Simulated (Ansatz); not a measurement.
Phonon-limited transport in metals: Zr (P6_3/mmc) under several functionals (Ansatz, a program for electronic structure, without spin-orbit coupling). The PBE cell:

Zr is taken in the hexagonal space group P6₃/mmc (No. 194), the hcp (Mg type) structure, Pearson symbol hP2. Conventional cell: a = 3.2320 Å, b = 3.2320 Å, c = 5.1731 Å, α = 90.00°, β = 90.00°, γ = 120.00°. Zr on 2c is coordinated by 12 Zr at 3.189–3.232 Å (anticuboctahedral). (Neighbours: up to the widest gap in distance over summed covalent radii, below 1.35, at either atom.)

```tsv
Functional	cell relaxed with	volume (Å³/atom)	resistivity at 300 K	mean free path at 300 K	electron-phonon coupling λ	logarithmic mean phonon energy
LDA	LDA	21.79	53 μΩ·cm	2.7 nm	0.85	11.8 meV
PBE	PBE	23.40	47 μΩ·cm	3.4 nm	0.61	12.6 meV
```

Metals; harmonic phonons alone scatter; means over directions. The mean free path is weighted by the current that each state carries. Halving the electron mesh moves these values by up to 7 %; q meshes are mostly untested. Some of the runs warned that the eigensolver left states short of its tolerance. Spin-orbit coupling is left out.
